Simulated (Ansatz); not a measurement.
Take Ge in the diamond structure (space group Fd-3m, No. 227) as the base.

```
Ge
1.0
    0.00000     2.83806     2.83806
    2.83806     0.00000     2.83806
    2.83806     2.83806     0.00000
Ge
2
Direct
  0.50000   0.50000   0.50000
  0.75000   0.75000   0.75000
```

Method: PBEsol (Ansatz, a first-principles code, PAW, without spin-orbit coupling), earlier PAW set.

Before the change:

Band gap: zero
Gap character: absent

The change: every Ge is replaced by Si, then cell and atoms are relaxed.

Task: What happens to the band gap?

Result: The band gap goes from zero to 0.47 eV.

Task: Predict the new gap character.

Result: The gap character becomes indirect, Γ → Γ–X (87 % along) (base: absent).

Stability against distortions was not tested. The zero or small gap of Ge can change with the level of theory.
